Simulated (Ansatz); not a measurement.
Carrier properties of CdSe under load (space group P6_3mc)

```xyz
4
Lattice="4.2309 0.0000 0.0000 -2.1155 3.6641 0.0000 0.0000 0.0000 7.1276" Properties=species:S:1:pos:R:3 pbc="T T T"
Cd     0.0000     2.4427     0.0225
Cd     2.1155     1.2214     3.5863
Se     0.0000     2.4427     2.6504
Se     2.1155     1.2214     6.2142
```

All values below come from r2SCAN with spin-orbit coupling, rigid bands (plane waves, PAW; Ansatz, an electronic-structure program). Condition of this run: biaxial stress in the c plane of 1.4 GPa (compression positive) (the target of the relaxation). How the cell was made: cell and atoms relaxed with PBEsol, then loaded as said.

```json
{
 "band_gap": "1.01 eV",
 "electron conductivity mass (300 K, dilute)": "0.116 (x), 0.116 (y), 0.102 (z) mₑ",
 "hole conductivity mass (300 K, dilute)": "0.52 (x), 0.52 (y), 1.61 (z) mₑ",
 "effective density of states N_c (300 K)": "9.0e17 cm⁻³",
 "effective density of states N_v (300 K)": "1.2e19 cm⁻³",
 "density_of_states_mass_electrons": "0.108 mₑ",
 "density_of_states_mass_holes": "0.60 mₑ",
 "Seebeck coefficient, n-type 1e19 cm⁻³, 300 K": "-70 μV/K",
 "best n-type power factor at 300 K for τ = 10 fs (best axis; densities from 1e16 to 1e21 cm⁻³ tried, whether or not they can be reached)": "1.39 μW/(cm·K²) at 3e18 cm⁻³",
 "Seebeck coefficient, p-type 1e19 cm⁻³, 300 K": "259 μV/K",
 "best p-type power factor at 300 K for τ = 10 fs (best axis; densities from 1e16 to 1e21 cm⁻³ tried, whether or not they can be reached)": "5.4 μW/(cm·K²) at 3e20 cm⁻³"
}
```

Rigid bands; masses and Seebeck coefficients take one relaxation time τ for all states and one kind of carrier; polarons and phonon drag are left out. Geometry: cell and atoms relaxed with PBEsol.
